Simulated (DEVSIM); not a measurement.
System: Si p-i-n diode, at 250 K.

Layer 1 from the left is Si, thickness (μm) 1.30, Na (cm⁻³) 1.6e17, τn (s) 1e-7, τp (s) 1e-7. Layer 2 from the left is Si, thickness (μm) 11.0, Nd (cm⁻³) 2.7e12, τn (s) 1e-7, τp (s) 1e-7. Layer 3 from the left is Si, thickness (μm) 0.350, Nd (cm⁻³) 9.3e17, τn (s) 1e-7, τp (s) 1e-7.

Left contact: ohmic. Right contact: ohmic. Voltage is applied to the left contact. Recombination: SRH at mid-gap. Mobility is constant in doping.

Constants are typed, rounded textbook-type inputs, not results; the design itself was drawn at random and stands for no fabricated device. Values at 300 K; Nc and Nv go as T^1.5, mobilities as T to minus their exponent, the gap by Varshni's rule with the affinity fixed.

Si: gap (eV) 1.124, affinity (eV) 4.05, permittivity 11.7, Nc (cm⁻³) 2.86e19, Nv (cm⁻³) 3.1e19, μn (cm²/Vs) 1417, μp (cm²/Vs) 470, T exponent of μn 2.3, T exponent of μp 2.2, Varshni α (eV/K) 0.000473, Varshni β (K) 636.

Model (solved in DEVSIM): 1D drift-diffusion, Boltzmann statistics, complete ionisation; no tunnelling, impact ionisation, image-force lowering or self-heating.

Q: What does the simulation give for the potential step across the device at zero bias, the dark forward voltage at 1 A/cm², the dark forward voltage at 100 A/cm²?

A: potential step across the device at zero bias 0.961 V; dark forward voltage at 1 A/cm² 0.699 V; dark forward voltage at 100 A/cm² 0.836 V.
